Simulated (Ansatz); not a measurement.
Consider CoSi (space group P2_13, No. 198; a = 4.383 Å; non-magnetic). Axes: x, y, z lie along the cube axes.

Calculations: r2SCAN/PAW in Ansatz (an electronic-structure program), without spin-orbit coupling, earlier PAW set.

Base values:

| Property | Value |
|---|---|
| Pressure | 0.0 GPa |
| Shortest interatomic distance | 4.332 bohr |
| Band gap | zero |

The change: strain tensor (xx, yy, zz, yz, xz, xy) = (+0.34, +0.21, +0.57, +0.40, −0.21, +1.21) %, atoms relaxed at fixed cell.

Q: Estimate the effect on the pressure.

A: The pressure (mean of the normal stresses, compression positive) goes from zero to -2.6 GPa.

Q: How does this affect the energy relative to the base?

A: The energy increases by 3.9 meV/atom.

Q: Estimate the effect on the shortest interatomic distance.

A: The shortest interatomic distance shrinks by 0.028 bohr to 4.304 bohr.

Q: Predict the new band gap.

A: The band gap stays zero.

Whether these cells are dynamically stable was not tested. Seeded moments were not kept for the base. All final runs are without spin polarisation. The zero or small gap of CoSi can change with the level of theory.
